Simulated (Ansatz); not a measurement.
The starting structures come from a database of crystals and need not be the phases stable at ambient conditions.

 Where the default PAW files enter, the runs use the earlier of Ansatz's two default sets.

Tunnelling through a barrier is set by its complex band structure: the current falls as exp(−2κd) with the smallest κ.

Input:

```yaml
crystal:
  lattice:
    - [5.97188, 0.00000, 0.00000]
    - [0.00000, 8.44551, 0.00000]
    - [0.00000, 4.22276, 4.22276]
  atoms:
    - { symbol: Nb, position: [0.00000, 0.00000, 0.00000] }
    - { symbol: Cu, position: [0.50000, 0.00000, 0.00000] }
    - { symbol: Cu, position: [0.00000, 0.50000, 0.50000] }
    - { symbol: Cu, position: [0.00000, 0.00000, 0.50000] }
    - { symbol: Te, position: [0.74351, 0.25649, 0.48702] }
    - { symbol: Te, position: [0.25649, 0.25649, 0.00000] }
    - { symbol: Te, position: [0.74351, 0.74351, 0.51298] }
    - { symbol: Te, position: [0.25649, 0.74351, 0.00000] }
```

Space group of this cell: P-43m. The cell is taken as given; by PBEsol its mean pressure is -2.2 GPa.

Transport runs along the normal of the first two printed cell vectors, the (110) plane of the conventional cell.

The gap is the functional's own, uncorrected, and κ follows it; spin-orbit coupling is left out. Mid-gap values are interpolated between the computed energies.

Question: State the band gap and the smallest decay constant κ at mid-gap according to PBEsol (Ansatz, a quantum-chemistry and plane-wave program).

Answer: Gap 0.94 eV on a 8×8×8 mesh; κ = 0.163 1/Å, at (0.500, 0.000) of the in-plane reciprocal vectors. At the zone centre, at the nearest computed energy, the slowest state has κ = 0.20 1/Å.
